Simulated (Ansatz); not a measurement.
## Al, response to strain

Consider Al in the fcc (Cu type) structure (space group Fm-3m, No. 225; a = 3.984 Å; relaxed with 0.1 eV smearing). Axes: x, y, z lie along the cube axes.

Strains are applied to the cell and any free atomic positions relax; under biaxial strain the out-of-plane vector relaxes too.

Method: LDA (Ansatz, a first-principles code), no spin-orbit coupling.

Notes on the quantities. pressure: mean of the normal stresses, compression positive; energy relative to the base: free energy F.

| case | pressure | energy relative to the base | volume per atom |
|---|---|---|---|
| base | 0.0 GPa | 0 meV/atom | 15.81 Å³ |
| biaxial strain −2.50 %, plane normal [111], relaxed out of plane | 2.7 GPa | +9.0 meV/atom | 15.38 Å³ |
| biaxial strain −2.08 %, plane normal [111], relaxed out of plane | 2.2 GPa | +6.0 meV/atom | 15.46 Å³ |
| biaxial strain −1.25 %, plane normal [111], relaxed out of plane | 1.1 GPa | +2.0 meV/atom | 15.61 Å³ |
| biaxial strain −0.83 %, plane normal [111], relaxed out of plane | 0.7 GPa | +0.9 meV/atom | 15.68 Å³ |
| biaxial strain +0.42 %, plane normal [111], relaxed out of plane | -0.3 GPa | +0.2 meV/atom | 15.87 Å³ |
| biaxial strain +0.83 %, plane normal [111], relaxed out of plane | -0.6 GPa | +0.8 meV/atom | 15.94 Å³ |
| biaxial strain +1.25 %, plane normal [111], relaxed out of plane | -0.9 GPa | +1.8 meV/atom | 16.00 Å³ |
| biaxial strain +1.67 %, plane normal [111], relaxed out of plane | -1.2 GPa | +3.1 meV/atom | 16.07 Å³ |
| biaxial strain +2.50 %, plane normal [111], relaxed out of plane | -1.8 GPa | +6.9 meV/atom | 16.23 Å³ |

Stability against distortions was not tested.
